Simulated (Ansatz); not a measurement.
**Worked example: self-consistent single point of Cs2MgFeC6N6 (Fm-3m, 16 atoms in the cell) in Ansatz (a program for electronic structure)**

Level of theory: r2SCAN, default PAW files made with PBE (plane waves; Ansatz).

Input as run:

Ansatz 0.2 input:
```yaml
crystal:
  lattice:
    - [0.000000, 5.237455, 5.237455]
    - [5.237455, 0.000000, 5.237455]
    - [5.237455, 5.237455, 0.000000]
  atoms:
    - { symbol: Cs, position: [0.250000, 0.250000, 0.250000] }
    - { symbol: Cs, position: [0.750000, 0.750000, 0.750000] }
    - { symbol: Mg, position: [0.500000, 0.500000, 0.500000] }
    - { symbol: Fe, position: [0.000000, 0.000000, 0.000000] }
    - { symbol: C, position: [0.820260, 0.179740, 0.820260] }
    - { symbol: C, position: [0.179740, 0.820260, 0.179740] }
    - { symbol: C, position: [0.820260, 0.179740, 0.179740] }
    - { symbol: C, position: [0.179740, 0.820260, 0.820260] }
    - { symbol: C, position: [0.820260, 0.820260, 0.179740] }
    - { symbol: C, position: [0.179740, 0.179740, 0.820260] }
    - { symbol: N, position: [0.707550, 0.707550, 0.292450] }
    - { symbol: N, position: [0.292450, 0.292450, 0.707550] }
    - { symbol: N, position: [0.292450, 0.707550, 0.707550] }
    - { symbol: N, position: [0.707550, 0.292450, 0.292450] }
    - { symbol: N, position: [0.707550, 0.292450, 0.707550] }
    - { symbol: N, position: [0.292450, 0.707550, 0.292450] }
kpoints:
  mp_grid: { grid: [3, 3, 3] }
hamiltonian:
  xc: r2scan
  pseudopotentials: { kind: paw }
scf:
  occupations: { method: gaussian, width: 0.05 eV }
output:
  forces: true
  eigenvalues: true
  stress: true
```

Output (repeated stretches shortened):

```
WARN basis.ecutwfc = 500 eV, the default
WARN ansatz: RAYON_NUM_THREADS=1 ignored (pool sized by the plan → 1); use --threads N
Pseudopotentials: kind: paw
Pseudopotential: Cs, paw, valence charge 9
Pseudopotential: Mg, paw, valence charge 10
Pseudopotential: Fe, paw, valence charge 16
Pseudopotential: C, paw, valence charge 4
Pseudopotential: N, paw, valence charge 5
Crystal: 16 atoms, lattice volume = 287.337 Å³
Basis set: ecut = 500 eV, 7391 PW (Γ), exchange–correlation on 240×240×240 points (64 copies of the dense FFT grid, shifted against one another)
Bands: 65, of which v1, the nominal top of the filled ones, is band 49 counted from 1 (48 counted from 0)
Symmetry: 48 space group operations
Space group: Fm-3m (ITA 225), of the structure as read, at distance tolerance 6.6e-5 Å
k-points: 4 of 27
PAW frozen core: Cs, regenerated for the run's functional
PAW frozen core: Mg, regenerated for the run's functional
PAW frozen core: Fe, regenerated for the run's functional
PAW frozen core: C, regenerated for the run's functional
PAW frozen core: N, regenerated for the run's functional
Initial density: superposition of atomic densities (neutral atoms: chi_scale 0, normalization atom), corrected by the library's trained network
Initial wavefunctions: pseudopotential atomic-orbital guess
Eigensolver: davidson
Functional: x = r2scan, c = r2scan; τ floored in thin density (d = 2e-4 eV/Å³)
SCF iter   1: F=—  HF=-21609.442877 eV  |F-HF|=—  |Δ(HF+E_count)|=         —  Δρ=1.32e-2  dr2=4.37e-1  dr2_τ=2.02e0  ethr=1.77e-3  ⟨swp⟩=8.8  Hψ=1240  notcnv=0
all-band conjugate gradients solve this SCF's bands
preconditioner: auto → Resta (q_TF=auto, 2.281 Å⁻¹)
SCF iter   2: F=—  HF=-21609.716604 eV  |F-HF|=—  |Δ(HF+E_count)|=   2.74e-1  Δρ=2.50e-2  dr2=1.73e0  dr2_τ=2.48e-2  ethr=4.45e-4  ⟨swp⟩=3.0  Hψ=555  notcnv=0  defer=27  recentre
SCF iter   3: F=—  HF=-21609.575674 eV  |F-HF|=—  |Δ(HF+E_count)|=   1.41e-1  Δρ=8.00e-3  dr2=1.29e-1  dr2_τ=3.30e-3  ethr=4.45e-4  ⟨swp⟩=3.0  Hψ=532  notcnv=0  defer=35
SCF iter   4: F=—  HF=-21609.552756 eV  |F-HF|=—  |Δ(HF+E_count)|=   2.29e-2  Δρ=2.68e-3  dr2=6.53e-3  dr2_τ=1.25e-3  ethr=1.32e-4  ⟨swp⟩=2.8  Hψ=275  notcnv=0  defer=35
SCF iter   5: F=—  HF=-21609.549911 eV  |F-HF|=—  |Δ(HF+E_count)|=   2.85e-3  Δρ=6.88e-4  dr2=1.24e-3  dr2_τ=5.14e-5  ethr=6.66e-6  ⟨swp⟩=2.0  Hψ=423  notcnv=0  defer=35
SCF iter   6: F=—  HF=-21609.549766 eV  |F-HF|=—  |Δ(HF+E_count)|=   1.45e-4  Δρ=2.66e-4  dr2=1.34e-4  dr2_τ=7.73e-6  ethr=1.26e-6  ⟨swp⟩=2.0  Hψ=357  notcnv=0  defer=35
SCF iter   7: F=—  HF=-21609.549782 eV  |F-HF|=—  |Δ(HF+E_count)|=   1.62e-5  Δρ=5.01e-5  dr2=6.43e-6  dr2_τ=6.19e-7  ethr=1.37e-7  ⟨swp⟩=2.2  Hψ=361  notcnv=0  defer=35
SCF iter   8: F=—  HF=-21609.549693 eV  |F-HF|=—  |Δ(HF+E_count)|=   8.92e-5  Δρ=1.63e-5  dr2=8.77e-7  dr2_τ=8.40e-8  ethr=6.56e-9  ⟨swp⟩=2.0  Hψ=408  notcnv=0  defer=35
SCF iter   9: F=—  HF=-21609.549694 eV  |F-HF|=—  |Δ(HF+E_count)|=   3.61e-7  Δρ=1.26e-5  dr2=4.11e-7  dr2_τ=5.73e-9  ethr=8.94e-10  ⟨swp⟩=2.0  Hψ=376  notcnv=0  defer=35
SCF iter  10: F=-21609.549694 eV  HF=-21609.549694 eV  |F-HF|=2.67e-8  |Δ(HF+E_count)|=   3.23e-9  Δρ=3.74e-6  dr2=3.53e-8  dr2_τ=7.91e-10  ethr=1.02e-10  ⟨swp⟩=10.8  Hψ=1360  notcnv=0
SCF 1 converged in 10 iterations: F = -21609.549694 eV  dr2 = 3.53e-8
SCF converged after 10 iterations
Free energy (F): -21609.549694 eV
Harris-Foulkes:  -21609.549694 eV  (|F-HF|=2.67e-8)
Internal energy: -21609.549694 eV  (E = F + TS)
E sigma→0 (E₀):  -21609.549694 eV
Fermi energy:    5.405464 eV
--- Per-component energies (eV) ---
  E_band       = -1189.607576
  E_kinetic    = 2005.964494
  E_local      = -10002.965602  (includes V_loc(G=0)·N_el)
  E_nonlocal   = 806.336373
  E_hartree    = 3916.845443
  E_xc         = -1095.452529
  E_vxc        = -1372.092728  (∫ρ·V_xc dr)
  E_paw        = -13229.581355  (= ΣΔE_a)
  E_vpaw       = -544.372867  (= ΣTr[D̂ρ^β])
  E_aug_tail   = 0.000398  (compensation charges beyond the density's cutoff)
  E_vtau       = 83.817577  (kinetic-family band-sum trace: ∫τ·v_τ [+ j·A + Jᵃ·Aᵃ] dr)
  E_ewald      = -4010.154961
  E_core_change = -0.541955  (= ΣΔE_core)
  E_smearing   = -0.000000  (= −TS)
  E_closure    = 0.000000  (closes the sum)
  Σ components = -21609.549694   (vs F -21609.549694, Δ=0.00e0)
--- Forces (eV/Å), atoms counted from 1 ---
  atom   1  Cs    -0.00000000    -0.00000000    -0.00000000
  atom   2  Cs    -0.00000000    -0.00000000    -0.00000000
  atom   3  Mg     0.00000000    -0.00000000     0.00000000
  atom   4  Fe     0.00000000    -0.00000000     0.00000000
  atom   5  C      0.00000000    -1.25811292    -0.00000000
  atom   6  C     -0.00000000     1.25811292     0.00000000
  atom   7  C      1.25811292     0.00000000    -0.00000000
  atom   8  C     -1.25811292     0.00000000     0.00000000
  atom   9  C     -0.00000000     0.00000000    -1.25811292
  atom  10  C      0.00000000     0.00000000     1.25811292
  atom  11  N     -0.00000000    -0.00000000     1.18100411
  atom  12  N     -0.00000000    -0.00000000    -1.18100411
  atom  13  N      1.18100411    -0.00000000    -0.00000000
  atom  14  N     -1.18100411     0.00000000    -0.00000000
  atom  15  N     -0.00000000     1.18100411    -0.00000000
  atom  16  N     -0.00000000    -1.18100411     0.00000000
  max |Σ_I F_I| component: 1.33e-15 eV/Å
--- Stress (GPa, compression-positive) ---
       -2.606050      -0.000000       0.000000
        0.000000      -2.606050      -0.000000
        0.000000      -0.000000      -2.606050
  P = ⅓ Tr σ = -2.6060 GPa (-26.060 kbar)
  The stress holds the Pulay correction. Without it, at fixed plane waves, as pw.x and ABINIT print it: P = -2.6432 GPa
--- Band table (eV) ---
  k-point 0: bands = ["-85.8894", "-72.9861", "-50.6194", "-50.6194", "-50.6194", "-38.0916", "-38.0916", "-38.0916", "-18.0908", "-18.0711", "-14.9189", "-14.7021", "-14.7021", "-14.7021", "-14.6138", "-14.6138", "-5.8669", "-4.6869", "-4.6869", [...]
  k-point 1: bands = ["-85.8894", "-72.9860", "-50.6194", "-50.6194", "-50.6194", "-38.0916", "-38.0916", "-38.0916", "-18.0846", "-18.0748", "-14.8717", "-14.7625", "-14.6808", "-14.6808", "-14.6366", "-14.6366", "-5.7002", "-4.6388", "-4.6388", [...]
  k-point 2: bands = ["-85.8894", "-72.9860", "-50.6194", "-50.6194", "-50.6194", "-38.0916", "-38.0916", "-38.0916", "-18.0841", "-18.0744", "-14.8634", "-14.7174", "-14.7048", "-14.7048", "-14.6715", "-14.6126", "-5.6712", "-4.6450", "-4.6450", [...]
  k-point 3: bands = ["-85.8894", "-72.9860", "-50.6194", "-50.6194", "-50.6194", "-38.0916", "-38.0916", "-38.0916", "-18.0789", "-18.0788", "-14.8129", "-14.7952", "-14.7025", "-14.6831", "-14.6510", "-14.6351", "-5.6000", "-4.6202", "-4.6062", [...]
```

The run converged in 10 iterations.

The starting cell comes from a database of computed structures (which also holds hypothetical and non-ambient phases and stackings), without a prior relaxation at this level. Forces in this geometry exceed 1 eV/Å. Ansatz's pressure includes its estimate of the finite-basis (Pulay) stress. Another mesh or the band path of this cell gives a smaller gap, so this value is not converged in the mesh.
